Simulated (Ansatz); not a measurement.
Ansatz (an electronic-structure program) run on LuZn (P1, 2 atoms in the cell): self-consistent single point.

Method: PBEsol, default PAW files made with PBE (plane waves; Ansatz).

```
LuZn
1.0
    3.45579     0.00000     0.00000
    0.00000     3.45579     0.00000
    0.00000     0.00000     3.45579
Lu Zn
1 1
Direct
  0.00132   0.99956   0.00093
  0.49868   0.50044   0.49907
```

Reference input (self-consistent single point, DFT, PBEsol, plane waves, default PAW files made with PBE): basis.ecutwfc = 420 eV; kpoints.mp_grid.grid = 7 7 7; kpoints.mp_grid.shift = 0.5 0.5 0.5; hamiltonian.xc = pbesol; hamiltonian.pseudopotentials = {kind: paw} (the program's default PAW files); scf.occupations.method = cold; scf.occupations.width = 0.1 eV. This run's input differs from it in these lines:

Ansatz 0.2 input:
```diff
@@ -10,3 +10,3 @@
 basis:
-  ecutwfc: 420.0
+  ecutwfc: 735.0
 kpoints:
```

The program printed (abridged):

```
SCF iter   1: F=—  HF=-17893.045660 eV  |F-HF|=—  |Δ(HF+E_count)|=         —  Δρ=3.11e-3  dr2=2.19e-3  ethr=1.77e-3  ⟨swp⟩=7.4  Hψ=22849  notcnv=0
all-band conjugate gradients solve this SCF's bands
preconditioner: auto → Kerker (q_TF=auto, 2.679 Å⁻¹)
SCF iter   2: F=—  HF=-17893.043787 eV  |F-HF|=—  |Δ(HF+E_count)|=   1.87e-3  S|Δr|=    0.00e0  Δρ=1.27e-3  dr2=2.68e-4  ethr=5.92e-6  ⟨swp⟩=3.3  Hψ=11873  notcnv=0  defer=13
   [... lines left out ...]
SCF iter   5: F=—  HF=-17893.043441 eV  |F-HF|=—  |Δ(HF+E_count)|=   6.31e-6  S|Δr|=    0.00e0  Δρ=1.15e-4  dr2=2.86e-6  ethr=4.67e-8  ⟨swp⟩=3.3  Hψ=9604  notcnv=0  defer=13
SCF iter   6: F=—  HF=-17893.043442 eV  |F-HF|=—  |Δ(HF+E_count)|=   6.70e-7  S|Δr|=    0.00e0  Δρ=6.17e-5  dr2=8.54e-7  ethr=7.72e-9  ⟨swp⟩=3.0  Hψ=9340  notcnv=0  defer=13
SCF iter   7: F=-17893.043442 eV  HF=-17893.043442 eV  |F-HF|=1.41e-8  |Δ(HF+E_count)|=   1.09e-7  S|Δr|=    0.00e0  Δρ=1.09e-5  dr2=4.42e-8  ethr=2.70e-10  ⟨swp⟩=8.4  Hψ=29566  notcnv=0
SCF 1 converged in 7 iterations: F = -17893.043442 eV  dr2 = 4.42e-8
Stability not checked (fill_not_monotonic)
Free energy (F): -17893.043442 eV
Internal energy: -17893.039944 eV  (E = F + TS)
E sigma→0 (E₀):  -17893.042276 eV
Entropy (-TS):   -0.003498 eV (-1.749 meV/atom)
Fermi energy:    13.606477 eV
--- Forces (eV/Å), atoms counted from 1 ---
  atom   1  Lu    -0.02988830     0.00992026    -0.02113192
  atom   2  Zn     0.02989788    -0.00992324     0.02113832
--- Stress (GPa, compression-positive) ---
       -1.404202      -0.001135       0.002406
       -0.001135      -1.402730      -0.000799
        0.002406      -0.000799      -1.403384
  P = ⅓ Tr σ = -1.4034 GPa (-14.034 kbar)
  The stress holds the Pulay correction. Without it, at fixed plane waves, as pw.x and ABINIT print it: P = -1.4053 GPa
```

The run converged in 7 iterations. Against the reference run the free energy drops by 1.4 meV/atom, the pressure stays at -1.40 GPa and the largest force stays at 0.038 eV/Å.

The starting cell comes from a database of computed structures (which also holds hypothetical and non-ambient phases and stackings), without a prior relaxation at this level. Its atoms were displaced at random from the sites of space group no. 221. Ansatz's pressure includes its estimate of the finite-basis (Pulay) stress.
